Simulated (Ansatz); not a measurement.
The structure below was relaxed with PBEsol (Ansatz, a program for electronic structure), without spin-orbit coupling, at pressure 3 GPa.

```
Ti3Hg
1.0
    5.08343     0.00000     0.00000
    0.00000     5.08343     0.00000
    0.00000     0.00000     5.08343
Ti Hg
6 2
Cartesian
  2.54172   1.27086   0.00000
  2.54172   3.81258   0.00000
  1.27086   0.00000   2.54172
  3.81258   0.00000   2.54172
  0.00000   2.54172   1.27086
  0.00000   2.54172   3.81258
  2.54172   2.54172   2.54172
  0.00000   0.00000   0.00000
```

Task: Find the space group and the Wyckoff positions.

Result: Space group Pm-3n (No. 223); a = b = c = 5.083 Å, α = β = γ = 90.00°

```json
[
 {"atom": "Ti", "site": "6c", "symmetry": "-4m.2", "x": "0.0000", "y": "0.5000", "z": "0.2500"},
 {"atom": "Hg", "site": "2a", "symmetry": "m-3.", "x": "0.0000", "y": "0.0000", "z": "0.0000"}
]
```

Task: Describe the coordination.

Result: The crystal has 8 atoms in its conventional cell. Cell: a = b = c = 5.083 Å, α = β = γ = 90.00°. Ti is coordinated by 2 Ti at 2.542 Å and 8 Ti at 3.113 Å and 4 Hg at 2.842 Å. Hg has 12 Ti at 2.842 Å. (Neighbours: up to the widest gap in distance over summed covalent radii, below 1.35, at either atom.)

Load acts through the strain it causes; cell and atoms are relaxed under it. Stability against distortions was not tested. All final runs are without spin polarisation. The cell was made from Ti3Hg in the A15 (Cr3Si type) structure (space group Pm-3n, No. 223) by this change: pressure 3 GPa.
